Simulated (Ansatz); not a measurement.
**Point defects in KTaO3**

The reference is a 15-atom supercell of KTaO$_{3}$ in the cubic perovskite structure (space group Pm-3m, No. 221; a = 3.990 Å) at its relaxed geometry.

One neutral defect a cell, atoms relaxed at fixed cell.

Calculations: r2SCAN/PAW in Ansatz (an electronic-structure program), no spin-orbit coupling.

```tsv
case	largest displacement of a host atom from its site in the perfect cell	pressure
perfect supercell	–	0.0 GPa
Ta on a O site (antisite), symmetric start	0.51 Å	21.6 GPa
Ta on a K site (antisite)	0.51 Å	…
O interstitial (started 1.73 Å from the nearest host atom)	…	8.5 GPa
O vacancy, symmetric start	0.11 Å	1.7 GPa
```

**Question.** Some entries are withheld; estimate them.

**Answer.** 
- Ta on a K site (antisite), pressure: 3.8 GPa
- O interstitial (started 1.73 Å from the nearest host atom), largest displacement of a host atom from its site in the perfect cell: 0.34 Å

The magnetic state is the one reached from the starting moments; the real material's order can differ, and small cells can't hold many antiferromagnetic ones. In so small a cell the defect repeats every few ångströms: this is an ordered compound, not a dilute defect. A case with no gap was solved on a k-mesh chosen for an insulator, which is coarse for it. Defects with a symmetric start kept the site's symmetry and may sit on a saddle; the others started slightly shaken. Starting moments died away, wholly or in part, for O interstitial (started 1.73 Å from the nearest host atom); another magnetic solution may exist. No Hubbard U is applied, and correlation can decide whether such a compound is a metal.
